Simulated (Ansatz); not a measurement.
The starting structures come from a database of crystals and need not be the phases stable at ambient conditions.

 Where the default PAW files enter, the runs use the earlier of Ansatz's two default sets.

**Evanescent states of TlBiS₂ (R-3m, not sure to be the ambient phase, 4 atoms a cell, 26.6 Å³ an atom) along the normal of (101)**

Level of theory: PBEsol (plane waves, PAW; Ansatz, a quantum-chemistry and plane-wave program).

The gap is the functional's own, uncorrected, and κ follows it; spin-orbit coupling is left out. Mid-gap values are interpolated between the computed energies.

Energies count from the valence-band top; κ is the least over a 8×4 mesh across the current.

| E (eV) | κ (1/Å) | where |
|---|---|---|
| 0.03 | 0.033 | Γ |
| 0.07 | 0.053 | Γ |
| 0.12 | 0.060 | Γ |
| 0.17 | 0.054 | Γ |
| 0.23 | 0.039 | Γ |

Question: How thick must the barrier be to attenuate the transmission by 10^4 when the electrodes' Fermi level lies at 0.12 eV, and what attenuation does that film give at 0.23 eV?

Answer: d = 4 ln 10 / (2 × 0.060) = 76.8 Å. At 0.23 eV it gives 4 × 0.039/0.060 = 2.6 decades.
